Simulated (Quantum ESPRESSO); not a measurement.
# Converging the plane-wave cutoff: InSe (Cm, 4 atoms in the cell)

```xyz
4
Lattice="5.8555 -2.0649 0.0000 5.8555 2.0649 0.0000 -1.7318 0.0000 4.7952" Properties=species:S:1:pos:R:3 pbc="T T T"
In    -0.3414     0.0000     4.6206
In    10.3206     0.0000     0.2246
Se     3.3976     0.0000     1.5874
Se     6.5816     0.0000     3.2078
```

Level of theory: PBEsol, GBRV 1.5 ultrasoft (PBESOL) pseudopotentials (plane waves; Quantum ESPRESSO).

Base settings: ecutwfc = 40 Ry; ecutrho = 200 Ry; occupations = fixed; potentials = {In: in_pbesol_v1.4.uspp.F.UPF, Se: se_pbesol_v1.uspp.F.UPF}; K_POINTS = automatic 3 3 2 0 0 0; nbnd = 23; conv_thr = 1e-09 Ry; mixing_beta = 0.7.

Moved along: ecutrho.

The second cell is the first with its lattice scaled by 0.98.

The mesh stays at the base's, so the ladder's end is converged at best in this setting alone.

Only quantities that move along the ladder and can be compared are tabulated; the gap is left out on so coarse a mesh.

The count of work is k-points × plane waves × bands × iterations; it is no time. 

The starting cell comes from a database of computed structures (which also holds hypothetical and non-ambient phases and stackings), without a prior relaxation at this level. Its lattice was rescaled by up to half a per cent. One atom was moved a little off its site on purpose.

Steps (ecutwfc): 14 Ry; 16 Ry; 18 Ry; 20 Ry; 22 Ry; 24 Ry; 28 Ry; 36 Ry; 40 Ry; 48 Ry; 60 Ry; 96 Ry.

What is the coarsest ecutwfc that holds the pressure within 1 GPa of the last step, with all finer ones?

36 Ry, at 0.23 of the last step's count of work; the step before is off by 10 GPa.

What is the coarsest ecutwfc that holds the forces within 0.02 eV/Å of the last step, with all finer ones?

24 Ry, at 0.13 of the last step's count of work; the step before is off by 0.025 eV/Å.

What is the coarsest ecutwfc that holds the free energy within 5 meV/atom?

Not settled: the last two steps still differ by 46 meV/atom, over half the tolerance, so the ladder does not show it.

| ecutwfc | free energy less the last step's (meV/atom) | energy of the compressed cell less the first (meV/atom) | pressure (GPa) | largest difference of a force vector from the last step's (eV/Å) | count of work / last |
|---|---|---|---|---|---|
| 14 Ry | 41466.96 | -273.36 | -672.70 | 0.634 | 0.077 |
| 16 Ry | 21647.46 | 340.07 | -418.90 | 0.404 | 0.075 |
| 18 Ry | 11249.35 | 29.55 | -251.70 | 0.227 | 0.090 |
| 20 Ry | 5725.54 | 22.40 | -148.70 | 0.171 | 0.096 |
| 22 Ry | 2783.34 | 69.34 | -84.96 | 0.025 | 0.11 |
| 24 Ry | 1317.14 | 7.45 | -47.43 | 0.003 | 0.13 |
| 28 Ry | 264.54 | -0.61 | -12.43 | 0.008 | 0.16 |
| 36 Ry | 84.99 | -4.19 | -1.92 | 0.003 | 0.23 |
| 40 Ry | 76.44 | -4.11 | -2.42 | 0.001 | 0.27 |
| 48 Ry | 52.44 | -4.39 | -2.08 | 0.000 | 0.35 |
| 60 Ry | 45.58 | -4.48 | -2.27 | 0.001 | 0.50 |
| 96 Ry | 0.00 | -4.40 | -1.99 | 0.000 | 1.0 |

At the lowest cutoff the pressure lies 671 GPa under the last step's, the usual sign of Pulay stress in an incomplete plane-wave basis.
